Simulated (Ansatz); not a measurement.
**Computed paths: interstitial Na in rock-salt MgO, charge state +1**

Consider interstitial Na in rock-salt MgO, charge state +1. All values below come from HSE06, atoms relaxed with HSE06 at the PBE lattice, PAW (plane waves to 420 eV; Ansatz, a program for electronic structure).

Settings: 64 host sites, the relaxed PBE lattice, the Γ point alone, smearing 0.01 eV, spin-restricted, no image-charge correction. No zero-point or tunnelling terms. The charge state is imposed; whether it is stable for some Fermi level was not computed. Sites that were not tried may lie lower.

| Route | Start site over the lowest site run (eV) | Hop (Å) | Forward barrier (eV) | Backward barrier (eV) | Neighbours at the start | Neighbours at the saddle | Saddle order |
|---|---|---|---|---|---|---|---|
| several atoms move together, Na the farthest | 0.00 | 2.12 | 0.54 | 0.54 | 4 Mg at 2.20; 4 O at 1.98 Å | Mg at 2.06, Mg at 2.07; 2 O at 1.90, 2 O at 2.45 Å | not checked, on a symmetry element |

Paths come from climbing-image nudged elastic band runs.  A band can be held on a symmetry element, so unchecked saddle points there may be too high.
